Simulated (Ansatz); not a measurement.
**Hypothetical diamond Te, response to strain**

Base system: Te in the diamond structure (space group Fd-3m, No. 227; a = 7.061 Å; a hypothetical phase, not in the database extracts checked; relaxed with 0.1 eV smearing). Axes: x, y, z lie along the cube axes.

Strains are applied to the cell and any free atomic positions relax; under biaxial strain the out-of-plane vector relaxes too; under stress the whole cell relaxes.

Calculations: PBEsol, PAW, 420 eV (Ansatz, a quantum-chemistry and plane-wave program; no spin-orbit coupling).

Notes on the quantities. energy relative to the base: free energy F; pressure: mean of the normal stresses, compression positive.

```json
[
 {"case": "base", "energy relative to the base": "0 meV/atom", "volume per atom": "44.00 Å³", "pressure": "0.0 GPa"},
 {"case": "biaxial strain +2.15 %, plane normal [001], relaxed out of plane", "energy relative to the base": "-7.6 meV/atom", "volume per atom": "42.36 Å³", "pressure": "1.0 GPa"},
 {"case": "biaxial strain −1.13 %, plane normal [110], relaxed out of plane", "energy relative to the base": "-121 meV/atom", "volume per atom": "47.73 Å³", "pressure": "-0.3 GPa"},
 {"case": "isotropic strain −1.44 %", "energy relative to the base": "+8.0 meV/atom", "volume per atom": "42.12 Å³", "pressure": "1.4 GPa"},
 {"case": "isotropic strain +0.56 %", "energy relative to the base": "+1.2 meV/atom", "volume per atom": "44.74 Å³", "pressure": "-0.5 GPa"},
 {"case": "isotropic strain +2.43 %", "energy relative to the base": "+20 meV/atom", "volume per atom": "47.28 Å³", "pressure": "-1.9 GPa"},
 {"case": "uniaxial strain ε_yy = +0.89 %", "energy relative to the base": "+0.3 meV/atom", "volume per atom": "44.39 Å³", "pressure": "-0.3 GPa"},
 {"case": "uniaxial strain ε_yy = +1.14 %", "energy relative to the base": "+0.4 meV/atom", "volume per atom": "44.50 Å³", "pressure": "-0.3 GPa"},
 {"case": "tensor shear ε_yz = +0.90 %", "energy relative to the base": "-107 meV/atom", "volume per atom": "43.99 Å³", "pressure": "1.0 GPa"},
 {"case": "uniaxial stress, 0.5 GPa tension along z", "energy relative to the base": "-0.256 eV/atom", "volume per atom": "32.86 Å³", "pressure": "–"}
]
```

Beyond what the load breaks, stability against distortions was not tested. Under biaxial strain +2.15 %, plane normal [001], relaxed out of plane, biaxial strain −1.13 %, plane normal [110], relaxed out of plane and tensor shear ε_yz = +0.90 % the cell ends below the base's energy or with stress of the wrong sign: the atoms slid into a distortion or the cell is elastically unstable, so the base is not a stable minimum at this level. Under uniaxial stress, 0.5 GPa tension along z the cell changed shape so far that it is another structure.
